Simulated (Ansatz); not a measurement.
Given:

```
CELL_PARAMETERS angstrom
      4.61616     0.00000     0.00000
      2.30808     3.99772     0.00000
      0.00000     0.00000     7.32731
ATOMIC_POSITIONS crystal
  Mg 0.33333 0.33333 0.99714
  Mg 0.66667 0.66667 0.49714
  Te 0.33333 0.33333 0.37886
  Te 0.66667 0.66667 0.87886
```

No spin polarisation.

Computed with PBEsol in Ansatz (plane waves to 420 eV, PAW, no spin-orbit coupling). k-mesh 8×8×5 (Γ-centred); smearing 0.05 eV (Fermi–Dirac).

Predict the electron mass.

0.16 mₑ out of plane, 0.17 mₑ in plane (at Γ).

What pressure (mean of the normal stresses, compression positive) does the calculation give?

-0.46 GPa.

What is the computed gap character?

Direct at Γ.

Spin-orbit coupling, missing from the scalar runs, can matter with Te. The cells carry an imposed strain or load. Effective masses come from finite differences of ±0.01 Å⁻¹. Whether these cells are dynamically stable was not tested. The cell was made from MgTe in the wurtzite structure (space group P6_3mc, No. 186) by this change: biaxial strain +1.20 %, plane normal [001], relaxed out of plane.

Ansatz is a program for electronic structure.
